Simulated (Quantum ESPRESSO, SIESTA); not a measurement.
A Quantum ESPRESSO input for a self-consistent single point of Hf3Co (Pm-3m, 4 atoms in the cell) (DFT, PBEsol, plane waves, PSlibrary PAW (PBE) pseudopotentials):

```fortran
&control
  calculation = 'scf'
  outdir = './work'
  pseudo_dir = './'
  tprnfor = .true.
  tstress = .true.
/
&system
  ibrav = 0
  nat = 4
  ntyp = 2
  ecutwfc = 55
  ecutrho = 330
  occupations = 'smearing'
  smearing = 'gaussian'
  degauss = 0.0073499
  nspin = 2
  starting_magnetization(2) = 0.333
  input_dft = 'pbesol'
/
&electrons
  conv_thr = 1.0d-9
  mixing_beta = 0.3
/
ATOMIC_SPECIES
Hf   178.4900  Hf.pbe-spn-kjpaw_psl.1.0.0.UPF
Co    58.9332  Co.pbe-n-kjpaw_psl.1.0.0.UPF
ATOMIC_POSITIONS crystal
Hf    0.0000000000    0.5000000000    0.5000000000
Hf    0.5000000000    0.0000000000    0.5000000000
Hf    0.5000000000    0.5000000000    0.0000000000
Co    0.0000000000    0.0000000000    0.0000000000
K_POINTS automatic
6 6 6  0 0 0
CELL_PARAMETERS angstrom
   4.2422700000     0.0000000000     0.0000000000
   0.0000000000     4.2422700000     0.0000000000
   0.0000000000     0.0000000000     4.2422700000
```

Question: Translate this input to SIESTA.

Answer: One input that does it (others would too):

```
# files in the folder: Hf.psml Co.psml (PseudoDojo PBEsol standard)
SystemName  Hf3Co
SystemLabel siesta

NumberOfAtoms                4
NumberOfSpecies              2
%block ChemicalSpeciesLabel
  1 72 Hf
  2 27 Co
%endblock ChemicalSpeciesLabel
LatticeConstant              1.0 Ang
%block LatticeVectors
     4.242270000    0.000000000    0.000000000
     0.000000000    4.242270000    0.000000000
     0.000000000    0.000000000    4.242270000
%endblock LatticeVectors
AtomicCoordinatesFormat      ScaledCartesian
%block AtomicCoordinatesAndAtomicSpecies
     0.000000000    2.121135000    2.121135000  1
     2.121135000    0.000000000    2.121135000  1
     2.121135000    2.121135000    0.000000000  1
     0.000000000    0.000000000    0.000000000  2
%endblock AtomicCoordinatesAndAtomicSpecies

XC.functional                GGA
XC.authors                   PBEsol
PAO.BasisSize                TZP
PAO.EnergyShift              0.01 Ry
MeshCutoff                   350 Ry
%block kgrid.MonkhorstPack
    6   0   0  0.0
    0   6   0  0.0
    0   0   6  0.0
%endblock kgrid.MonkhorstPack
OccupationFunction           MP
OccupationMPOrder            0
ElectronicTemperature        100.0 meV
Spin                         polarized
%block DM.InitSpin
  1 +0.00
  2 +0.00
  3 +0.00
  4 +3.00
%endblock DM.InitSpin

MaxSCFIterations             150
SCF.Mixer.Method             Pulay
SCF.Mixer.Weight             0.1
SCF.Mixer.History            6
SCF.DM.Tolerance             1.0E-05
Diag.ParallelOverK           true
WriteForces                  true
Charge.Mulliken              end
```

Basis settings and potentials, where a program has them, do not carry over. This input uses DFT, GGA PBEsol, numerical atomic orbitals TZP, PseudoDojo PBEsol standard norm-conserving potentials (rewritten from UPF to PSML). Both were run: pressure -7.20 GPa in Quantum ESPRESSO and -8.06 in SIESTA; size of the net moment 0.00 μB/atom in Quantum ESPRESSO and 0.00 in SIESTA.

On Quantum ESPRESSO: the starting cell comes from a database of computed structures (which also holds hypothetical and non-ambient phases and stackings), without a prior relaxation at this level. The starting moments vanished: the run ended non-magnetic, which need not be the lowest state. With a pressure of about -7 GPa the cell is away from its equilibrium volume at this level.

On SIESTA: the starting cell comes from a database of computed structures (which also holds hypothetical and non-ambient phases and stackings), without a prior relaxation at this level. The starting moments vanished: the run ended non-magnetic, which need not be the lowest state. Values carry the incompleteness of an atom-centred basis. With a pressure of about -8 GPa the cell is away from its equilibrium volume at this level.
